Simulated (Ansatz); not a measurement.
## Ge, response to strain

Consider Ge in the diamond structure (space group Fd-3m, No. 227; a = 5.676 Å). Axes: x, y, z lie along the cube axes.

Strains are applied to the cell and any free atomic positions relax.

Method: PBEsol (Ansatz, a program for electronic structure; PAW; 420 eV plane waves; without spin-orbit coupling).

Notes on the quantities. energy relative to the base: free energy F; pressure: mean of the normal stresses, compression positive.

```
case                            energy relative to the base  pressure  shortest interatomic distance
------------------------------  ---------------------------  --------  -----------------------------
base                                             0 meV/atom   0.0 GPa                        2.458 Å
uniaxial strain ε_zz = −3.00 %                +7.5 meV/atom   2.2 GPa                        2.434 Å
uniaxial strain ε_zz = −2.50 %                +5.2 meV/atom   1.8 GPa                        2.438 Å
uniaxial strain ε_zz = −2.00 %                +3.3 meV/atom   1.4 GPa                        2.442 Å
uniaxial strain ε_zz = −0.50 %                +0.2 meV/atom   0.3 GPa                        2.454 Å
uniaxial strain ε_zz = +0.50 %                +0.2 meV/atom  -0.3 GPa                        2.462 Å
uniaxial strain ε_zz = +1.00 %                +0.8 meV/atom  -0.7 GPa                        2.466 Å
uniaxial strain ε_zz = +1.50 %                +1.8 meV/atom  -1.0 GPa                        2.470 Å
uniaxial strain ε_zz = +2.50 %                +5.0 meV/atom  -1.6 GPa                        2.478 Å
uniaxial strain ε_zz = +3.00 %                +7.1 meV/atom  -1.8 GPa                        2.483 Å
```

No phonon test of stability was made.
